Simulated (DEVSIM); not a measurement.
Device: Si p-i-n diode, at 400 K.

Layer 1 from the left is Si, thickness (μm) 0.710, Na (cm⁻³) 9.8e17, τn (s) 4e-5, τp (s) 4e-5. Layer 2 from the left is Si, thickness (μm) 16.0, Nd (cm⁻³) 1e13, τn (s) 4e-5, τp (s) 4e-5. Layer 3 from the left is Si, thickness (μm) 0.220, Nd (cm⁻³) 5.6e18, τn (s) 4e-5, τp (s) 4e-5.

Left contact: ohmic. Right contact: ohmic. Voltage is applied to the left contact. Recombination: SRH at mid-gap, Auger. Gap narrowing is on: ΔEg = 6.92 meV × (l + √(l² + 0.5)), l = ln(N/1.3e17 cm⁻³), shared equally by both band edges. Mobility is μmin + (μ − μmin)/(1 + (N/Nref)^α).

This is a model device: material constants are rounded textbook-type values typed into the input, and sizes, dopings and lifetimes were drawn at random. Values at 300 K; Nc and Nv go as T^1.5, mobilities as T to minus their exponent, the gap by Varshni's rule with the affinity fixed.

Si: gap (eV) 1.124, affinity (eV) 4.05, permittivity 11.7, Nc (cm⁻³) 2.86e19, Nv (cm⁻³) 3.1e19, μn (cm²/Vs) 1417, μp (cm²/Vs) 470, μn,min 52, μp,min 45, Nref,n 9.7e16, Nref,p 2.2e17, αn 0.68, αp 0.72, T exponent of μn 2.3, T exponent of μp 2.2, Cn (cm⁶/s) 2.8e-31, Cp (cm⁶/s) 9.9e-32, Varshni α (eV/K) 0.000473, Varshni β (K) 636.

Simulated with DEVSIM: 1D drift-diffusion, Boltzmann statistics, complete ionisation; no tunnelling, impact ionisation, image-force lowering or self-heating.

Task: What does the simulation give for the dark forward voltage at 100 A/cm², the dark forward voltage at 1 A/cm²?

Result: dark forward voltage at 100 A/cm² 0.645 V; dark forward voltage at 1 A/cm² 0.466 V.
